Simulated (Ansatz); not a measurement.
**A computed series for MgO: response to strain**

The reference is MgO in the rock salt structure (space group Fm-3m, No. 225; a = 4.214 Å). Axes: x, y, z lie along the cube axes.

Strains are applied to the cell and any free atomic positions relax.

Computed with PBEsol (Ansatz, a quantum-chemistry and plane-wave program, PAW, spin-orbit coupling left out).

Candidates:
(a) uniaxial strain ε_zz = +1.00 %
(b) uniaxial strain ε_zz = −1.50 %
(c) uniaxial strain ε_zz = −1.00 %
(d) uniaxial strain ε_zz = +0.50 %
(e) uniaxial strain ε_zz = +2.50 %

Before the change:

```
Property    Value
--------  -------
Band gap  4.62 eV
```

Task: Order them by band gap, highest first.

Result: (b) uniaxial strain ε_zz = −1.50 % (4.75 eV), (c) uniaxial strain ε_zz = −1.00 % (4.71 eV), (d) uniaxial strain ε_zz = +0.50 % (4.56 eV), (a) uniaxial strain ε_zz = +1.00 % (4.51 eV), (e) uniaxial strain ε_zz = +2.50 % (4.35 eV)

Stability against distortions was not tested.
